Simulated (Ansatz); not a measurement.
The reference is Mg in the hcp (Mg type) structure (space group P6_3/mmc, No. 194; a = 3.173 Å, c = 5.182 Å). Axes: x lies along a and z along c of the hexagonal cell.

The values are results of DFT with r2SCAN, PAW potentials and a 500 eV plane-wave cutoff in Ansatz (a quantum-chemistry and plane-wave program), without spin-orbit coupling, not measurements.

Perturbation: a free-standing slab of 7 layers (7 atoms, 1 a layer) is cut normal to the z axis, with 15 Å of vacuum and the in-plane cell held at bulk.

Q: Predict the new excess energy per area of both faces, change of the spacing d23 from its bulk value of 2.591 Å and change of the spacing d12 from its bulk value of 2.591 Å.

A: The excess energy per area of both faces (slab less bulk energy over the cell's area: twice a surface energy) amounts to 1.2 J/m² (uncertain by up to 0.1 J/m²); the change of the spacing d23 from its bulk value of 2.591 Å comes out as -0.2 %; the change of the spacing d12 from its bulk value of 2.591 Å is +0.5 %.

Slab and bulk use different k-meshes, which limits the precision of the excess energy. No phonon test of stability was made.
